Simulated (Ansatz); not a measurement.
The reference is Cu in the fcc (Cu type) structure (space group Fm-3m, No. 225; a = 3.564 Å; relaxed with 0.1 eV smearing). Axes: x, y, z lie along the cube axes.

Method: PBEsol/PAW in Ansatz (a first-principles code), spin-orbit coupling left out.

One thing is altered: tensor shear ε_xy = +1.14 % (engineering shear γ = 0.0228); the atoms relax in the strained cell.

**Question.** Predict the new stress.

**Answer.** The stress (xx, yy, zz, yz, xz, xy; compression positive) comes out as (0.1, 0.1, 0.0, 0.0, 0.0, -2.2) GPa.

Stability against distortions was not tested. The final runs are not spin-polarised.
